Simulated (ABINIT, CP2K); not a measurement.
A CP2K input for a self-consistent single point of Sr (Fm-3m, 1 atom in the cell) (DFT PBEsol, GPW, DZVP-MOLOPT-SR-GTH basis, GTH-PBE potentials (GTH_POTENTIALS)):

```
&GLOBAL
  PROJECT calc
  RUN_TYPE ENERGY_FORCE
  PRINT_LEVEL MEDIUM
&END GLOBAL
&FORCE_EVAL
  METHOD Quickstep
  STRESS_TENSOR ANALYTICAL
  &DFT
    BASIS_SET_FILE_NAME BASIS_MOLOPT
    POTENTIAL_FILE_NAME GTH_POTENTIALS
    &QS
      METHOD GPW
      EPS_DEFAULT 1E-10
    &END QS
    &MGRID
      CUTOFF 500
      REL_CUTOFF 60
      NGRIDS 5
    &END MGRID
    &SCF
      SCF_GUESS ATOMIC
      EPS_SCF 1E-7
      MAX_SCF 100
      ADDED_MOS 4
      &DIAGONALIZATION
        ALGORITHM STANDARD
      &END DIAGONALIZATION
      &MIXING
        METHOD BROYDEN_MIXING
        ALPHA 0.2
        NBUFFER 8
        BETA 1
      &END MIXING
      &SMEAR ON
        METHOD FERMI_DIRAC
        ELECTRONIC_TEMPERATURE [K] 1160.45
      &END SMEAR
    &END SCF
    &KPOINTS
      SCHEME MONKHORST-PACK 8 8 8
      GAMMA_CENTERED T
    &END KPOINTS
    &XC
      &XC_FUNCTIONAL
        &PBE
          PARAMETRIZATION PBESOL
        &END PBE
      &END XC_FUNCTIONAL
    &END XC
    &PRINT
      &MO
        EIGENVALUES T
        OCCUPATION_NUMBERS T
        NDIGITS 8
        FILENAME mo
        &EACH
          QS_SCF 0
        &END EACH
        ADD_LAST NUMERIC
      &END MO
      &MULLIKEN ON
      &END MULLIKEN
    &END PRINT
  &END DFT
  &SUBSYS
    &CELL
      A 4.19149100 0.00000000 0.00000000
      B 2.09574600 3.62993800 0.00000000
      C 2.09574600 1.20997900 3.42233800
      PERIODIC XYZ
    &END CELL
    &COORD
      Sr       0.00000000     0.00000000     0.00000000
    &END COORD
    &KIND Sr
      BASIS_SET DZVP-MOLOPT-SR-GTH-q10
      POTENTIAL GTH-PBE-q10
    &END KIND
  &END SUBSYS
  &PRINT
    &FORCES ON
    &END FORCES
    &STRESS_TENSOR ON
    &END STRESS_TENSOR
  &END PRINT
&END FORCE_EVAL
```

Task: Write the same calculation as an input for ABINIT.

Result: One input that does it (others would too):

```
# Sr, PseudoDojo nc-sr-04 PBEsol standard
pp_dirpath "./"
pseudos "Sr.upf"
acell 7.9207708205 7.9207708205 7.9207708205
rprim
         0.0000000000    0.7071067812    0.7071067812
         0.7071067812    0.0000000000    0.7071067812
         0.7071067812    0.7071067812    0.0000000000
natom 1
ntypat 1
znucl 38
typat 1
xred    0.0000000000    0.0000000000    0.0000000000
ecut 68 Ry
occopt 3
tsmear 0.1 eV
nband 10
kptopt 1
ngkpt 8 8 8
nshiftk 1
shiftk 0 0 0
nstep 60
tolvrs 1.0e-12
prtwf 0
prtden 0
```

Basis settings and potentials, where a program has them, do not carry over. This input uses DFT, PBEsol, plane waves, norm-conserving pseudopotentials (PseudoDojo nc-sr-04 PBEsol standard). Both were run: pressure 0.44 GPa in CP2K and 0.01 in ABINIT.

On ABINIT: the starting cell comes from a database of computed structures (which also holds hypothetical and non-ambient phases and stackings), without a prior relaxation at this level. Its lattice was rescaled by a random factor within 2.5 % of one.

On CP2K: the starting cell comes from a database of computed structures (which also holds hypothetical and non-ambient phases and stackings), without a prior relaxation at this level. Its lattice was rescaled by a random factor within 2.5 % of one. Values carry the incompleteness of an atom-centred basis. The potentials were made for another functional than the one used.
